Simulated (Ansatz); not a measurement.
Consider SiO₂ (space group P4_12_12, No. 92).

```
CELL_PARAMETERS angstrom
      5.02978     0.00000     0.00000
      0.00000     5.02978     0.00000
      0.00000     0.00000     7.01199
ATOMIC_POSITIONS crystal
  Si 0.29780 0.29780 0.00000
  Si 0.79780 0.20220 0.75000
  Si 0.20220 0.79780 0.25000
  Si 0.70220 0.70220 0.50000
  O  0.23969 0.10135 0.17805
  O  0.73969 0.39865 0.57195
  O  0.26031 0.60135 0.07195
  O  0.76031 0.89865 0.67805
  O  0.89865 0.76031 0.32195
  O  0.39865 0.73969 0.42805
  O  0.60135 0.26031 0.92805
  O  0.10135 0.23969 0.82195
```

Calculations: Ansatz (a program for electronic structure) PBEsol, without spin-orbit coupling.

For the base:

The hole mass comes out as 1.4 mₑ along c, 1.7 mₑ across (at Γ). The pressure is 0.0 kbar.

Perturbation: every lattice vector is stretched by 0.50 %, atoms relaxed at fixed cell.

**Question.** Estimate the effect on the hole mass.

**Answer.** The hole mass becomes 1.6 mₑ along c, 1.8 mₑ across (at Γ) (base: 1.4 mₑ along c, 1.7 mₑ across (at Γ)).

**Question.** What happens to the pressure?

**Answer.** The pressure (mean of the normal stresses, compression positive) goes from zero to -1.9 kbar.

The levels and masses belong to the bands next to the band gap. The cells carry an imposed strain or load. Masses are band curvatures over ±0.01 Å⁻¹ around the edge. No phonon test of stability was made.
